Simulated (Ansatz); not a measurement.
**Lu: stress against strain**

Lu (hcp, P6_3/mmc, 27.551 Å³/atom at rest, c along z) under an equal strain ε in the (0001) plane with the normal axis free, as in a coherent film. PBEsol in Ansatz, a plane-wave DFT program (PAW, default set), 420 eV, 19×19×11 Γ-centred mesh, Fermi-Dirac smearing 0.10 eV; ions are relaxed within the symmetry of each cell. Stress is positive for a compressed cell.

Here s stands for strain and y for stress xx.

| strain (%) | stress xx (GPa) |
|---|---|
| -3.00 | ? |
| -1.50 | 1.79 |
| -1.00 | 1.18 |
| -0.50 | 0.58 |
| 0.00 | 0.00 |
| 0.50 | -0.56 |
| 1.00 | -1.12 |
| 1.50 | -1.65 |

The 7 complete rows are fitted with a straight line, y against s. Means: s 0, y 0.031. About the means, the sum of products is -8.0300 and the sum of squares of s is 7.0000; the slope is their ratio. Least squares gives y = 0.031 - 1.1471·s. Residuals (row less fit): 0.038, 0.002, -0.025, -0.031, -0.017, -0.004, 0.040; standard error 0.031 (degrees of freedom: 5). The slope gives the biaxial elastic modulus of this plane = 115 ± 1.2 GPa.

Task: Predict the withheld y at s = -3.00 from the fit, and compare with the calculation.

Result: y = 0.031 - 1.1471 × (-3.0) = 3.472 GPa. The calculation gives 3.65 GPa, 0.178 GPa above the prediction (3.4 % of the range of y in the table). The row lies outside the fitted rows, so this is an extrapolation. From the scatter of the fitted rows alone, a prediction at this place has a standard error of 0.049 GPa, so the miss is 3.6 times that.

One order more, fitted to all 13 runs of the series, follows each within 0.02, so the miss is the next term of a smooth law. In a metal these values are sensitive to mesh and smearing; energies are taken to zero smearing, stresses follow the free energy. Rows are the converged runs of the series near zero and its far end; series whose fitted rows scatter by over a few per cent of the range, as at a crossing or softening among them, aren't shown in this form. Most that stay on the fit to the last digits aren't either.
